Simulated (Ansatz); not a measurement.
The starting structures come from a database of crystals and need not be the phases stable at ambient conditions.

Inside the gap of an insulator the Bloch states are evanescent, with a wavenumber k + iκ along the transport direction.

Input:

```yaml
crystal:
  lattice:
    - [3.95008, 0.00000, 0.00000]
    - [0.00000, 13.85693, 0.00000]
    - [0.00000, 0.00000, 3.95008]
  atoms:
    - { symbol: Bi, position: [0.50000, 0.13098, 0.00000] }
    - { symbol: Bi, position: [0.00000, 0.86902, 0.50000] }
    - { symbol: Bi, position: [0.00000, 0.40821, 0.50000] }
    - { symbol: Bi, position: [0.50000, 0.59179, 0.00000] }
    - { symbol: S, position: [0.00000, 0.10497, 0.50000] }
    - { symbol: S, position: [0.50000, 0.89503, 0.00000] }
    - { symbol: S, position: [0.50000, 0.31232, 0.00000] }
    - { symbol: S, position: [0.00000, 0.68768, 0.50000] }
    - { symbol: O, position: [0.00000, 0.50000, 0.00000] }
    - { symbol: O, position: [0.50000, 0.50000, 0.50000] }
```

Space group of this cell: P4/nmm. The cell was relaxed by PBE-D3(BJ); by r2SCAN its mean pressure is 0.7 GPa.

Transport runs along the normal of the first two printed cell vectors, the (100) plane of the conventional cell.

The gap is the functional's own. No spin-orbit coupling. Mid-gap values are interpolated on the energy grid.

Q: Predict the band gap and the smallest decay constant κ at mid-gap from r2SCAN run with Ansatz (a program for electronic structure).

A: Gap 1.19 eV on a 8×4×8 mesh; κ = 0.107 1/Å, at (0.500, 0.500) of the in-plane reciprocal vectors. At the zone centre, at the nearest computed energy, the slowest state has κ = 0.11 1/Å.
